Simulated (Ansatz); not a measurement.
# Rh2Ge (space group Pnma, No. 62)

Space group Pnma (No. 62); a = 5.4914 Å, b = 4.0106 Å, c = 7.5779 Å, α = β = γ = 90.00°

```csv
atom,site,symmetry,x,y,z
Ge,4c,.m.,0.2146,0.2500,0.8954
Rh,4c,.m.,0.0299,0.2500,0.2036
Rh,4c,.m.,0.1616,0.2500,0.5697
```

All numbers come from plane-wave PAW DFT at the r2SCAN level (Ansatz, a program for electronic structure, 500 eV), no SOC, earlier PAW set. k-mesh 7×9×5 (Γ-centred); smearing 0.05 eV (Fermi–Dirac).

| Item | Value |
|---|---|
| Volume per atom | 13.91 Å³ |
| Density | 11.08 g/cm³ |
| Band gap | zero |
| Total energy | -5711.649 eV/atom (σ→0; compares only within this code and set-up) |

No phonon test of stability was made. The final runs are not spin-polarised.
